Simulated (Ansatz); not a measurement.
Ansatz (a program for electronic structure) run on ZnPt (P4mm, 2 atoms in the cell): self-consistent single point.

Computed with PBEsol, default PAW files made with PBE (plane waves; Ansatz).

The change in words: lattice scaled by 0.98; basis.ecutwfc: 420 eV → 210 eV. Reference geometry:
```
CELL_PARAMETERS angstrom
      2.84231     0.00000     0.00000
      0.00000     2.84231     0.00000
      0.00000     0.00000     3.48408
ATOMIC_POSITIONS crystal
  Zn 0.50000 0.50000 0.51435
  Pt 0.00000 0.00000 0.00000
```

Reference input (self-consistent single point, DFT, PBEsol, plane waves, default PAW files made with PBE): basis.ecutwfc = 420 eV; kpoints.mp_grid.grid = 12 12 10; hamiltonian.xc = pbesol; hamiltonian.pseudopotentials = {kind: paw} (the program's default PAW files); scf.occupations.method = fermi_dirac; scf.occupations.width = 0.1 eV. This run's input differs from it in these lines:

Ansatz 0.2 input:
```diff
@@ -2,5 +2,5 @@
   lattice:
-    - [2.842307, 0.000000, 0.000000]
-    - [0.000000, 2.842307, 0.000000]
-    - [0.000000, 0.000000, 3.484076]
+    - [2.785461, 0.000000, 0.000000]
+    - [0.000000, 2.785461, 0.000000]
+    - [0.000000, 0.000000, 3.414394]
   atoms:
@@ -9,3 +9,3 @@
 basis:
-  ecutwfc: 420.0 eV
+  ecutwfc: 210.0 eV
 kpoints:
```

Output (repeated stretches shortened):

```
SCF iter   1: F=—  HF=-15655.365576 eV  |F-HF|=—  |Δ(HF+E_count)|=         —  Δρ=1.14e-1  dr2=1.88e0  ethr=1.77e-3  ⟨swp⟩=3.6  Hψ=12157  notcnv=0
all-band conjugate gradients solve this SCF's bands
preconditioner: auto → none
SCF iter   2: F=—  HF=-15653.997565 eV  |F-HF|=—  |Δ(HF+E_count)|=    1.37e0  Δρ=5.79e-2  dr2=6.60e-1  ethr=1.77e-3  ⟨swp⟩=2.0  Hψ=7051  notcnv=0  defer=5
   [... lines left out ...]
SCF iter   4: F=—  HF=-15653.765565 eV  |F-HF|=—  |Δ(HF+E_count)|=   1.10e-2  Δρ=2.06e-3  dr2=5.29e-4  ethr=3.49e-5  ⟨swp⟩=2.1  Hψ=5004  notcnv=0  defer=5
SCF iter   5: F=—  HF=-15653.765775 eV  |F-HF|=—  |Δ(HF+E_count)|=   2.11e-4  Δρ=5.02e-4  dr2=7.93e-5  ethr=1.76e-6  ⟨swp⟩=2.5  Hψ=6547  notcnv=0  defer=5
SCF iter   6: F=—  HF=-15653.765518 eV  |F-HF|=—  |Δ(HF+E_count)|=   2.58e-4  Δρ=1.78e-4  dr2=4.92e-6  ethr=2.64e-7  ⟨swp⟩=2.3  Hψ=5070  notcnv=0  defer=5
SCF iter   7: F=-15653.765517 eV  HF=-15653.765517 eV  |F-HF|=2.31e-8  |Δ(HF+E_count)|=   5.80e-7  Δρ=2.31e-5  dr2=3.89e-8  ethr=3.33e-10  ⟨swp⟩=2.4  Hψ=11614  notcnv=0
SCF 1 converged in 7 iterations: F = -15653.765517 eV  dr2 = 3.89e-8
Free energy (F): -15653.765517 eV
Internal energy: -15653.752142 eV  (E = F + TS)
E sigma→0 (E₀):  -15653.758830 eV
Entropy (-TS):   -0.013375 eV (-6.688 meV/atom)
Fermi energy:    19.610931 eV
--- Forces (eV/Å), atoms counted from 1 ---
  atom   1  Zn    -0.00000000     0.00000000    -0.31009992
  atom   2  Pt     0.00000000     0.00000000     0.30993023
--- Stress (GPa, compression-positive) ---
        6.131075       0.000000       0.000000
        0.000000       6.131075       0.000000
        0.000000       0.000000     -10.405480
  P = ⅓ Tr σ = 0.6189 GPa (6.189 kbar)
  The stress holds the Pulay correction. Without it, at fixed plane waves, as pw.x and ABINIT print it: P = -345.2736 GPa
```

The run converged in 7 iterations. Against the reference run the free energy goes up by 6.05 eV/atom, the pressure goes from -1.38 to 0.62 GPa and the largest force goes from 0.363 to 0.310 eV/Å.

The starting cell comes from a database of computed structures (which also holds hypothetical and non-ambient phases and stackings), without a prior relaxation at this level. Its lattice was rescaled by up to half a per cent. One atom was moved a little off its site on purpose. For this run, on top of that: lattice scaled by 0.98. Spin polarisation is off. Ansatz's pressure includes its estimate of the finite-basis (Pulay) stress. Without the estimate this run gives -345.27 GPa. The cutoff lies below the one recommended for these files.
